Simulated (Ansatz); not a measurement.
```yaml
crystal:
  lattice:
    - [16.50000, 0.00000, 0.00000]
    - [0.00000, 16.50000, 0.00000]
    - [0.00000, 0.00000, 4.69762]
  atoms:
    - { symbol: Au, position: [0.66860, 0.50000, 0.00000] }
    - { symbol: Au, position: [0.64601, 0.58430, 0.50000] }
    - { symbol: Au, position: [0.58430, 0.64601, 0.00000] }
    - { symbol: Au, position: [0.50000, 0.66860, 0.50000] }
    - { symbol: Au, position: [0.41570, 0.64601, 0.00000] }
    - { symbol: Au, position: [0.35399, 0.58430, 0.50000] }
    - { symbol: Au, position: [0.33140, 0.50000, 0.00000] }
    - { symbol: Au, position: [0.35399, 0.41570, 0.50000] }
    - { symbol: Au, position: [0.41570, 0.35399, 0.00000] }
    - { symbol: Au, position: [0.50000, 0.33140, 0.50000] }
    - { symbol: Au, position: [0.58430, 0.35399, 0.00000] }
    - { symbol: Au, position: [0.64601, 0.41570, 0.50000] }
```

All values below come from PBE (plane waves to 420 eV, PAW; Ansatz, a quantum-chemistry and plane-wave program). Mesh 1×1×14. No spin polarisation. Periodic along z alone, with about 11 Å of vacuum beside it. A hypothetical model. It keeps the symmetry and period of its start, so it need not be a minimum against all distortions. Values not marked SOC lack spin–orbit coupling. Buckling under compression is shut out by symmetry and the short period.

Question: Give the properties of this body.

Answer: 
- largest distance between nuclei across the axis = 5.56 Å
- PBE gap = none (under 0.01 eV)
- crossings of the Fermi level between Γ and the zone edge (49 points) = 5, each for both spins (ideal conductance 5 × 2e²/h)
- work function (PBE) = 5.31 eV
- axial stiffness dF/dε = 115 nN
